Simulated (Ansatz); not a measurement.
## AlB2-type TiB2

Calculation: PBE0 (plane waves, PAW; Ansatz, an electronic-structure program).

Settings: plane-wave cutoff 460 eV, 12×12×8 k mesh (along the axes of the cell as run), Fermi–Dirac smearing 0.05 eV, no spin polarisation, scalar-relativistic PAW data made under PBE.

Cell (relaxed at this level):

```cif
data_B2Ti
_chemical_formula_sum 'Ti1 B2'
_space_group_name_H-M_alt 'P 1'
_space_group_IT_number 1
_cell_length_a 3.01164
_cell_length_b 3.01164
_cell_length_c 3.20222
_cell_angle_alpha 90.000
_cell_angle_beta 90.000
_cell_angle_gamma 120.000
loop_
_space_group_symop_operation_xyz
  'x, y, z'
loop_
_atom_site_label
_atom_site_type_symbol
_atom_site_fract_x
_atom_site_fract_y
_atom_site_fract_z
_atom_site_occupancy
Ti1 Ti 0.00000 0.00000 0.00000 1
B1 B 0.33333 0.66667 0.50000 1
B2 B 0.66667 0.33333 0.50000 1
```

```json
{
 "lattice_parameter_a": "3.012 Å",
 "c axis length": "3.202 Å"
}
```

Measured, for comparison: lattice constant a 3.029 Å, lattice parameter c 3.229 Å (293 K, no zero-point or thermal correction; as tabulated in R. G. Munro, J. Res. NIST 105, 709 (2000), Material Properties of Titanium …). Computed (rounded) less measured: lattice constant a -0.6 %, lattice parameter c -0.8 %. A static lattice is as a rule a little smaller and stiffer than an uncorrected measurement, which narrows the difference in the lattice constant a, lattice parameter c and would widen misses of the other sign.

Note: the run has no spin polarisation, so it can have missed a magnetic state.

It cost about 50 core-minutes (a rough figure) of CPU time.
